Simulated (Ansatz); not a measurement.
Consider the following.

```
SrO
1.0
    0.00000     2.66240     2.66240
    2.66240     0.00000     2.66240
    2.66240     2.66240     0.00000
Sr O
1 1
Direct
  0.00000   0.00000   0.00000
  0.50000   0.50000   0.50000
```

No spin polarisation.

The values are results of PBE (Ansatz, an electronic-structure program), scalar-relativistic without spin-orbit coupling, not measurements. Settings: 11×11×11 k-points, 0.05 eV Fermi–Dirac smearing.

**Question.** Predict the band gap, width of the top valence band, electron mass and gap character.

**Answer.** 
```json
{
  "band_gap": "3.30 eV",
  "width_of_the_top_valence_band": "0.93 eV",
  "electron_mass": "0.33 mₑ (at Γ)",
  "gap_character": "direct at Γ"
}
```

The cells carry an imposed strain or load. Masses are band curvatures over ±0.01 Å⁻¹ around the edge. Whether these cells are dynamically stable was not tested. The cell was made from SrO in the rock salt structure (space group Fm-3m, No. 225) by this change: isotropic strain +2.50 %.
